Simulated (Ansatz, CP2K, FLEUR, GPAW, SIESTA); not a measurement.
# Code comparison for WSi2 (I4/mmm, 3 atoms in the cell)

Self-consistent single point.

```
WSi2
1.0
   -1.60500     1.60500     3.91500
    1.60500    -1.60500     3.91500
    1.60500     1.60500    -3.91500
Si W
2 1
Direct
  0.66500   0.66500   0.00000
  0.33500   0.33500   0.00000
  0.00000   0.00000   0.00000
```

Shared settings, as Ansatz (an electronic-structure program) writes them: kpoints.mp_grid.grid = 10 10 10; scf.occupations.method = fermi_dirac; scf.occupations.width = 0.0073 Ry. Potentials and cutoffs stand in the table.

| code | model | pressure (GPa) | largest force (eV/Å) | cutoff |
|---|---|---|---|---|
| SIESTA | GGA PBEsol, numerical atomic orbitals DZP, PseudoDojo PBEsol standard norm-conserving potentials (rewritten from UPF to PSML) | 0.83 | 0.093 | grid 400 Ry |
| Ansatz | PBEsol, default PAW files made with PBE | -1.41 | 0.062 | default |
| CP2K | PBEsol, GPW, DZVP-MOLOPT-SR-GTH basis, GTH-PBE potentials (GTH_POTENTIALS) | 0.64 | 0.075 | grid 500 Ry |
| FLEUR | PBEsol, all-electron FLAPW (FLEUR), scalar-relativistic valence | – | 0.066 | Kmax 4.5 1/bohr |
| GPAW | PBEsol, GPAW PAW datasets PBEsol (made by gpaw-setup) | -0.65 | 0.076 | 550 eV |

A dash marks a value that a program does not give, or that is left out as unsure.

On Ansatz's run: spin-orbit coupling is off. Spin polarisation is off.

The spread over the programs that give each value: pressure within 2.24 GPa; largest force within 0.031 eV/Å.

SIESTA and CP2K use small atom-centred bases, whose incompleteness enters pressures, forces and empty levels differently from a plane-wave cutoff. FLEUR treats all electrons, but the usual bases taken here (sphere radii, linearisation, local orbitals, empty states) were not tested for convergence, so the values are no reference for the others. Ansatz's pressure is given at a fixed set of plane waves, as the other plane-wave codes print theirs; with its correction for the finite basis it is -1.36 GPa. In the pressure, SIESTA (by 1.86) and CP2K (by 1.67) lie more than 1 GPa from the median of the plane-wave programs.

The starting cell has typed, rounded lattice constants, without a prior relaxation at this level.

Left out of this page: Elk (not drawn, or without a comparable value).

Keys are those of Ansatz 0.2.
